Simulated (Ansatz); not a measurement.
The starting structures come from a database of crystals and need not be the phases stable at ambient conditions.

**Evanescent states of Sr$_{4}$P$_{2}$O (I4/mmm, not sure to be the ambient phase, 7 atoms a cell, 26.5 Å³ an atom) along the normal of (100)**

Level of theory: r2SCAN (plane waves, PAW; Ansatz, a first-principles code).

The gap is the functional's own. No spin-orbit coupling. Mid-gap values are interpolated on the energy grid.

Energies count from the valence-band top; κ is the least over a 6×2 mesh across the current.

```csv
E (eV),κ (1/Å),where
0.04,0.069,Γ
0.14,0.091,Γ
0.23,0.107,Γ
0.32,0.118,Γ
0.41,[?],Γ
0.49,[?],Γ
0.58,[?],Γ
0.68,[?],Γ
0.77,[?],Γ
0.85,[?],Γ
0.94,[?],Γ
1.03,[?],Γ
1.12,[?],Γ
1.22,0.120,Γ
1.30,0.109,Γ
1.40,0.092,Γ
1.49,0.066,Γ
```

### Question
Some entries are withheld; supply them.

### Answer

- 0.41, κ (1/Å): 0.126
- 0.49, κ (1/Å): 0.132
- 0.58, κ (1/Å): 0.136
- 0.68, κ (1/Å): 0.139
- 0.77, κ (1/Å): 0.140
- 0.85, κ (1/Å): 0.139
- 0.94, κ (1/Å): 0.138
- 1.03, κ (1/Å): 0.134
- 1.12, κ (1/Å): 0.128
